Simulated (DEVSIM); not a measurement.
**GaN p-n junction from an implanted or diffused profile**

Structure: GaN p-n junction from an implanted or diffused profile, at 250 K.

```csv
layer (left to right),material,thickness (μm),Nd (cm⁻³),τn (s),τp (s)
1,GaN,12.0,6.3e15,5.3e-10,5.3e-10
```

Added acceptor profile: 1.9e17 cm⁻³ × exp(−(x − 0.027 μm)²/(2·(0.034 μm)²)). Left contact: ohmic. Right contact: ohmic. Voltage is applied to the left contact. Recombination: SRH at mid-gap. Mobility is constant in doping.

This is a model device: material constants are rounded textbook-type values typed into the input, and sizes, dopings and lifetimes were drawn at random. Values at 300 K; Nc and Nv go as T^1.5, mobilities as T to minus their exponent, the gap by Varshni's rule with the affinity fixed.

```
parameter             GaN
----------------  -------
gap (eV)             3.43
affinity (eV)         4.1
permittivity          9.5
Nc (cm⁻³)          2.3e18
Nv (cm⁻³)          4.6e19
μn (cm²/Vs)          1200
μp (cm²/Vs)           100
T exponent of μn      1.5
T exponent of μp        2
Varshni α (eV/K)  0.00091
Varshni β (K)         830
```

Simulated with DEVSIM: 1D drift-diffusion, Boltzmann statistics, complete ionisation; no tunnelling, impact ionisation, image-force lowering or self-heating.

```json
{
 "potential_step_across_the_device_at_zero_bias": "3.208 V",
 "Dark forward voltage at 1 A/cm²": "3.014 V",
 "Dark forward voltage at 100 A/cm²": "3.196 V"
}
```

Small-signal capacitance in reverse bias (quasi-static):

| V (V) | C (nF/cm²) |
|---|---|
| -0.2 | 10.9 |
| -0.5 | 10.5 |
| -1 | 9.83 |
| -1.5 | 9.30 |
| -2 | 8.84 |
| -3 | 8.10 |
| -4 | 7.52 |
| -5 | 7.05 |
| -6.5 | 6.48 |
| -8 | 6.04 |
| -10 | 5.56 |

Dark forward current:

| V (V) | J (A/cm²) |
|---|---|
| 1.75 | 1.5e-14 |
| 1.95 | 1.6e-12 |
| 2.15 | 1.9e-10 |
| 2.35 | 2.2e-8 |
| 2.55 | 2.7e-6 |
| 2.75 | 0.00035 |
| 2.95 | 0.094 |
| 3.20 | 100 |
| 3.40 | 350 |
| 3.60 | 610 |
| 3.80 | 900 |
| 4.00 | 1200 |
| 4.20 | 1500 |
| 4.40 | 1800 |
